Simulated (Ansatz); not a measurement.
Consider SnSe2 in the CdI2 type structure (space group P-3m1, No. 164; a = 3.840 Å, c = 6.007 Å; layered, stacked along the Cartesian z axis).

Computed with Ansatz (a program for electronic structure) PBE-D3(BJ), spin-orbit coupling left out.

Strains are applied to the cell and any free atomic positions relax.

One change was made to it. Results:

| quantity | base | after |
|---|---|---|
| band gap | 0.36 eV | 0.33 eV |
| pressure (mean of the normal stresses, compression positive) | 0.00 GPa | 0.63 GPa |
| width of the top valence band | 1.99 eV | 2.09 eV |

**Question.** Which change produced these results?
A) isotropic strain +2.00 %
B) isotropic strain −0.50 %
C) isotropic strain +1.00 %
D) isotropic strain +1.50 %
E) isotropic strain −2.50 %

**Answer.** B, isotropic strain −0.50 %. For comparison, the band gap in the other runs: isotropic strain −2.50 % gives 0.19 eV; isotropic strain +1.50 % gives 0.44 eV; isotropic strain +1.00 % gives 0.41 eV; isotropic strain +2.00 % gives 0.46 eV.

No phonon test of stability was made. A zero or small gap of SnSe2 under isotropic strain −2.50 % can be the functional's error rather than a property of the material.
